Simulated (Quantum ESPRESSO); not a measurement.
Band structure of HfSiO4 (I4_1/amd, 12 atoms in the cell).

```xyz
12
Lattice="3.3226 -3.3226 3.0240 3.3226 3.3226 3.0240 -3.3226 -3.3226 3.0240" Properties=species:S:1:pos:R:3 pbc="T T T"
Hf     0.0000     0.0000     0.0000
Hf    -3.3226     0.0000     1.5120
Si     0.0000     3.3226     1.5120
Si     0.0000     0.0000     3.0240
O     -2.0925     3.3226    -1.0935
O      0.0000     4.5527     0.4185
O     -1.2301     0.0000     1.9305
O      0.0000     2.0925     0.4185
O     -1.2301     3.3226     2.6055
O      0.0000     1.2301     4.1175
O      1.2301     3.3226     2.6055
O     -3.3226     2.0925     1.0935
```

Computed with LDA (PZ), GBRV 1.5 ultrasoft (LDA) pseudopotentials (plane waves; Quantum ESPRESSO).

Settings: ecutwfc = 40 Ry; ecutrho = 320 Ry; occupations = smearing; smearing = gauss; degauss = 0.0036749 Ry; potentials = {Hf: hf_lda_v1.uspp.F.UPF, Si: si_lda_v1.uspp.F.UPF, O: o_lda_v1.2.uspp.F.UPF}; K_POINTS = automatic 3 3 3 0 0 0; nbnd = 46; conv_thr = 1e-11 Ry; mixing_beta = 0.4.

The starting cell comes from a database of computed structures (which also holds hypothetical and non-ambient phases and stackings), without a prior relaxation at this level. Its lattice was rescaled by a random factor within 2.5 % of one. Spin-orbit coupling is off.

Q: Predict the gap along the standard path and the places of the band edges.

A: The gap along the path is 5.12 eV, from Γ to a point between Z and P; the smallest direct gap on it is 5.50 eV. Another conduction valley lies within 0.1 eV, so the order of the valleys is not sure.

Levels in eV from the top of the valence band on the SCF mesh, bands 37 to 44:
| point | 37 | 38 | 39 | 40 | 41 | 42 | 43 | 44 |
|---|---|---|---|---|---|---|---|---|
| Γ | -0.60 | -0.60 | -0.54 | 0.00 | 5.50 | 5.73 | 5.80 | 5.91 |
| X | -0.91 | -0.91 | -0.59 | -0.59 | 5.13 | 5.13 | 6.20 | 6.20 |
| M | -1.09 | -1.09 | -0.91 | -0.91 | 5.97 | 5.97 | 6.28 | 6.28 |
| Z | -1.03 | -1.03 | -0.86 | -0.86 | 5.89 | 6.04 | 6.18 | 6.41 |
| P | -1.09 | -1.09 | -0.50 | -0.50 | 5.14 | 5.14 | 6.42 | 6.42 |
| N | -0.93 | -0.80 | -0.27 | -0.21 | 5.39 | 5.54 | 6.25 | 6.42 |
| Z1 | -1.03 | -1.03 | -0.86 | -0.86 | 5.89 | 6.04 | 6.18 | 6.41 |
